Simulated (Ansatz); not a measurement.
The starting structures come from a database of crystals and need not be the phases stable at ambient conditions.

By PBEsol, the system below comes out a metal.

A figure of merit of an interconnect metal is its ballistic conductance per area.

```xyz
2
Lattice="2.9825 0.0000 0.0000 0.0000 2.9825 0.0000 0.0000 0.0000 2.9825" Properties=species:S:1:pos:R:3 pbc="T T T"
Al     0.0000     0.0000     0.0000
Ru     1.4912     1.4912     1.4912
```

The cell is taken as given; by PBEsol it stands under a pressure of -1.4 GPa.

The current flows along the normal of the first two printed cell vectors, the (001) plane of the conventional cell. No spin-orbit coupling; the value is a mean over 0.1 eV about the Fermi level.

State the ballistic conductance per area according to PBEsol in Ansatz (an electronic-structure program).

1.3 × 10¹⁵ S/m² for both spins.
